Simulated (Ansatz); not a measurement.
The starting structures come from a database of crystals and need not be the phases stable at ambient conditions.

Evanescent states of Ca(MgBi)₂ (P-3m1, not sure to be the ambient phase, 5 atoms a cell, 30.3 Å³ an atom) along the normal of (001)

All values below come from PBEsol (plane waves, PAW; Ansatz, a program for electronic structure).

The gap is the functional's own. No spin-orbit coupling. Mid-gap values are interpolated on the energy grid.

Energies count from the valence-band top; κ is the least over a 12×12 mesh across the current.

```csv
E (eV),κ (1/Å),where
0.03,0.013,Γ
0.07,0.022,Γ
0.12,0.026,Γ
0.17,0.028,Γ
0.23,0.029,Γ
0.28,0.029,Γ
0.33,0.027,Γ
0.38,0.022,Γ
0.42,0.014,Γ
```

Question: How thick must the barrier be to attenuate the transmission by 10^4 when the electrodes' Fermi level lies at 0.38 eV, and what attenuation does that film give at 0.23 eV?

Answer: d = 4 ln 10 / (2 × 0.022) = 209.3 Å. At 0.23 eV it gives 4 × 0.029/0.022 = 5.3 decades.
